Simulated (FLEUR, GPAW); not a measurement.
A GPAW input for a self-consistent single point of CdPt₃ (Cmmm, 4 atoms in the cell) (DFT PBEsol, plane waves, GPAW PAW datasets PBEsol (made by gpaw-setup)):

```python
from ase import Atoms
from ase.units import GPa
from gpaw import GPAW, PW, FermiDirac

atoms = Atoms(['Cd', 'Pt', 'Pt', 'Pt'],
              cell=[[2.885725, -3.931010, 0.000000],
                    [2.885725, 3.931010, 0.000000],
                    [0.000000, 0.000000, 2.834690]],
              scaled_positions=[[0.000000, 0.000000, 0.000000],
                                [0.500000, 0.500000, 0.000000],
                                [0.000000, 0.500000, 0.500000],
                                [0.500000, 0.000000, 0.500000]],
              pbc=True)

calc = GPAW(mode=PW(600),
            xc='PBEsol',
            kpts={'size': (5, 5, 8), 'gamma': True},
            occupations=FermiDirac(0.05),
            nbands=-8,
            convergence={'forces': 0.001},
            symmetry={'symmorphic': False, 'tolerance': 0.0005},
            maxiter=120,
            txt='-')

atoms.calc = calc

energy = atoms.get_potential_energy()
print('Energy (eV):', round(energy, 6))
forces = atoms.get_forces()
print('Forces (eV/Ang):')
print(forces.round(5))
stress = atoms.get_stress()
print('Stress (GPa, Voigt):', (stress / GPa).round(4))
```

Q: Give the FLEUR input for the same structure, mesh, smearing and functional.

A: One input that does it (others would too):

Input of the input generator:

```
CdPt3
&input film=f /
5.4532299210 -7.4285322932 0.0000000000
5.4532299210 7.4285322932 0.0000000000
0.0000000000 0.0000000000 5.3567877482
1.0
1.0 1.0 1.0

4
48 0.0000000000 0.0000000000 0.0000000000
78 0.5000000000 0.5000000000 0.0000000000
78 0.0000000000 0.5000000000 0.5000000000
78 0.5000000000 0.0000000000 0.5000000000

&comp jspins=1 /
&exco xctyp='PBEs' /
&kpt div1=5 div2=5 div3=8 gamma=t /
&end /
```

```xml
<?xml version="1.0" encoding="UTF-8" standalone="no"?>
<fleurInput fleurInputVersion="0.39">
   <comment>
      CdPt3                                                                                               
   </comment>
   <calculationSetup>
      <cutoffs Kmax="4.0" Gmax="16.0" GmaxXC="16.0" numbands="0"/>
      <scfLoop itmax="60" minDistance="0.00001" maxIterBroyd="25" imix="Anderson" alpha="0.05" precondParam="0.0" spinf="2.0"/>
      <coreElectrons ctail="T" frcor="F" kcrel="0" coretail_lmax="0"/>
      <xcFunctional name="PBEs" relativisticCorrections="F"/>
      <magnetism jspins="1"/>
      <soc l_soc="F" theta="0.0" phi="0.0" spav="F"/>
      <expertModes spex="0" secvar="F"/>
      <geometryOptimization l_f="T" forcealpha="1.0" forcemix="BFGS" epsdisp="0.00001" epsforce="0.00001"/>
      <ldaU l_linMix="F" mixParam="0.05" spinf="1.0"/>
   </calculationSetup>
   <cell>
      <bzIntegration valenceElectrons="66.0" mode="hist" fermiSmearingEnergy="0.00183747">
         <kPointListSelection listName="default-1"/>
         <!-- k-points included here -->
         <xi:include xmlns:xi="http://www.w3.org/2001/XInclude" href="kpts.xml"> </xi:include>
      </bzIntegration>
      <!-- symmetry operations included here -->
      <xi:include xmlns:xi="http://www.w3.org/2001/XInclude" href="sym.xml"> </xi:include>
      <bulkLattice scale="1.0">
         <bravaisMatrix>
            <row-1>    5.4532299210000001    -7.4285322932000000     0.0000000000000000</row-1>
            <row-2>    5.4532299210000001     7.4285322932000000     0.0000000000000000</row-2>
            <row-3>    0.0000000000000000     0.0000000000000000     5.3567877482000004</row-3>
         </bravaisMatrix>
      </bulkLattice>
   </cell>
   <atomSpecies>
      <species name="Cadmium (Cd)" element="Cd" atomicNumber="48">
         <mtSphere radius="2.49" gridPoints="859" logIncrement="0.015"/>
         <atomicCutoffs lmax="10" lnonsphr="8"/>
         <electronConfig flipSpins="F">
            <coreConfig>(1s1/2) (2s1/2) (2p1/2) (2p3/2) (3s1/2) (3p1/2) (3p3/2) (4s1/2) (3d3/2) (3d5/2)</coreConfig>
            <valenceConfig>(4p1/2) (4p3/2) (5s1/2) (4d3/2) (4d5/2)</valenceConfig>
         </electronConfig>
         <energyParameters s="5" p="5" d="4" f="4"/>
         <lo type="SCLO" l="1" n="4" eDeriv="0"/>
      </species>
      <species name="Platinum (Pt)" element="Pt" atomicNumber="78">
         <mtSphere radius="2.49" gridPoints="859" logIncrement="0.016"/>
         <atomicCutoffs lmax="10" lnonsphr="8"/>
         <electronConfig flipSpins="F">
            <coreConfig>(1s1/2) (2s1/2) (2p1/2) (2p3/2) (3s1/2) (3p1/2) (3p3/2) (4s1/2) (3d3/2) (3d5/2) (4p1/2) (4p3/2) (5s1/2) (4d3/2) (4d5/2) (4f5/2) (4f7/2)</coreConfig>
            <valenceConfig>(5p1/2) (5p3/2) (6s1/2) (5d3/2) (5d5/2)</valenceConfig>
            <stateOccupation state="(6s1/2)" spinUp="0.5" spinDown="0.5"/>
            <stateOccupation state="(5d3/2)" spinUp="1.8" spinDown="1.8"/>
            <stateOccupation state="(5d5/2)" spinUp="2.7" spinDown="2.7"/>
         </electronConfig>
         <energyParameters s="6" p="6" d="5" f="5"/>
         <lo type="SCLO" l="1" n="5" eDeriv="0"/>
      </species>
   </atomSpecies>
   <atomGroups>
      <atomGroup species="Cadmium (Cd)">
         <relPos label="                   1">.0000000000 .0000000000 .0000000000</relPos>
         <force calculate="T" relaxXYZ="TTT"/>
      </atomGroup>
      <atomGroup species="Platinum (Pt)">
         <relPos label="                   2">1.000/2.000 1.000/2.000 .0000000000</relPos>
         <force calculate="T" relaxXYZ="TTT"/>
      </atomGroup>
      <atomGroup species="Platinum (Pt)">
         <relPos label="                   3">.0000000000 1.000/2.000 1.000/2.000</relPos>
         <relPos label="                   4">1.000/2.000 .0000000000 1.000/2.000</relPos>
         <force calculate="T" relaxXYZ="TTT"/>
      </atomGroup>
   </atomGroups>
   <output dos="F" band="F" slice="F">
      <checks vchk="F" cdinf="F"/>
      <bandDOS minEnergy="-.5*Htr" maxEnergy="0.5*Htr" sigma="0.015" storeEVData="T"/>
      <vacuumDOS vacdos="F" integ="F" star="F" nstars="0" locx1="0.0" locy1="0.0" locx2="0.0" locy2="0.0" nstm="0" tworkf="0.0"/>
      <unfoldingBand unfoldBand="F" supercellX="1" supercellY="1" supercellZ="1"/>
      <plotting iplot="0" polar="F">
         <plot TwoD="T" vec1="  1.0  0.0  0.0" vec2="  0.0  1.0  0.0" vec3="  0.0  0.0  1.0" zero="  0.0  0.0  0.0" file="plot"/>
      </plotting>
      <chargeDensitySlicing numkpt="0" minEigenval="0.0" maxEigenval="0.0" nnne="0" pallst="F"/>
      <specialOutput eonly="F"/>
      <magneticCircularDichroism mcd="F" energyLo="-10.0" energyUp="0.0"/>
   </output>
  <!-- We include the file relax.xml here to enable relaxations (see documentation) -->
  <xi:include xmlns:xi="http://www.w3.org/2001/XInclude" href="relax.xml"> <xi:fallback/> </xi:include>
</fleurInput>
```

Basis settings and potentials, where a program has them, do not carry over. This input uses DFT, PBEsol, all-electron FLAPW (FLEUR), scalar-relativistic valence.

The starting cell comes from a database of computed structures (which also holds hypothetical and non-ambient phases and stackings), without a prior relaxation at this level.
